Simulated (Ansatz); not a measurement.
Functionals compared on the (10-13) surface of hcp Re in its 1x1 cell, outermost plane spacing 0.21 Å in the ideal cut, in Ansatz (plane waves, PAW). The structure was relaxed with PBE; the other rows are single points on it, each with its references at the same level. Cutoff 420 eV (500 eV for r2SCAN).

Slab: 18 atoms, 10.4 Å thick at the start (thin: gaps and levels are the slab's own); k 14x5x1, smearing 0.1 eV, dipole-corrected; all atoms relaxed; held to the part of the start's symmetry that mesh and held atoms allow; no spin, no spin-orbit, no U. These notes are the PBE run's.

| functional | surface energy (J/m²) | work function of the top face (eV) | rough cost of the single point |
|---|---|---|---|
| PBE | 3.30 | 4.45 | – |
| LDA | 3.78 | 4.76 | about 4 core-minutes (a rough figure) |
| PBEsol | 3.68 | 4.55 | roughly 4 core-minutes |
| RPBE | 3.09 | 4.31 | roughly 4 core-minutes |
| r2SCAN | 3.47 | 4.48 | around 7 core-minutes (rough) |

Ansatz is a program for electronic structure.
